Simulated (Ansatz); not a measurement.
End structure of a O vacancy (middle of the slab) in a 2x1 cell of the 1x1 (110) surface of rutile TiO2 (cut with top plane O):

Host crystal: rutile TiO2, with a band gap (PBE, scalar-relativistic without spin-orbit coupling).

```xyz
47
Lattice="5.9276 0.0000 0.0000 0.0000 6.5669 0.0000 0.0000 0.0000 31.5000" Properties=species:S:1:pos:R:3 pbc="T T T"
O      0.0000     0.0000     9.4086
O      2.9638     0.0000     9.4086
O      1.4786     4.5273    10.5503
O      4.4490     4.5273    10.5503
O      1.4786     2.0396    10.5503
O      4.4490     2.0396    10.5503
Ti     0.0000     3.2834    10.9498
Ti     2.9638     3.2834    10.8238
Ti     1.4807     0.0000    10.4690
Ti     4.4469     0.0000    10.4690
O      0.0000     0.0000    12.0004
O      2.9638     0.0000    12.0129
O      0.0000     3.2834    12.7349
O      2.9638     3.2834    12.6527
O      1.4741     1.3052    14.0717
O      4.4535     1.3052    14.0717
O      1.4741     5.2617    14.0717
O      4.4535     5.2617    14.0717
Ti     0.0000     0.0000    13.8140
Ti     2.9638     0.0000    13.8297
Ti     1.5970     3.2834    14.0945
Ti     4.3306     3.2834    14.0945
O      2.9638     3.2834    15.4040
O      0.0000     0.0000    16.1331
O      2.9638     0.0000    16.1372
O      1.4415     4.5629    17.4193
O      4.4861     4.5629    17.4193
O      1.4415     2.0040    17.4193
O      4.4861     2.0040    17.4193
Ti     0.0000     3.2834    17.8141
Ti     2.9638     3.2834    17.6376
Ti     1.4787     0.0000    17.2656
Ti     4.4489     0.0000    17.2656
O      0.0000     0.0000    18.7347
O      2.9638     0.0000    18.7185
O      0.0000     3.2834    19.5854
O      2.9638     3.2834    19.4816
O      1.4848     1.2405    20.8997
O      4.4428     1.2405    20.8997
O      1.4848     5.3264    20.8997
O      4.4428     5.3264    20.8997
Ti     0.0000     0.0000    20.5320
Ti     2.9638     0.0000    20.5211
Ti     1.4879     3.2834    21.0559
Ti     4.4398     3.2834    21.0559
O      0.0000     3.2834    22.1177
O      2.9638     3.2834    22.1189
```

Set-up: 47 atoms, 12.7 Å thick at the start; mesh 4x3x1; 0.01 eV smearing; dipole correction on; single point; on the structure that PBE left under its start's symmetry; spin-polarised from one start with parallel moments (other orders not tried), ending with about 1.7 μB a cell, a value that depends on the mesh; orders that need a larger cell were not tried, no spin-orbit, no U. The slab shows no gap over 0.04 eV on its mesh. The program's check for a lower electronic state was not made.

Problem. Estimate the change of the step from the bottom to the top vacuum level, against the clean slab that r2SCAN, at the PBE geometry and the start's symmetry (Ansatz, an electronic-structure program) returns for this input.

Solution. 0.062 eV

Problem. What is the computed formation energy against ½ O2(g) at the same level (r2SCAN, at the PBE geometry and the start's symmetry)?

Solution. 565 kJ/mol
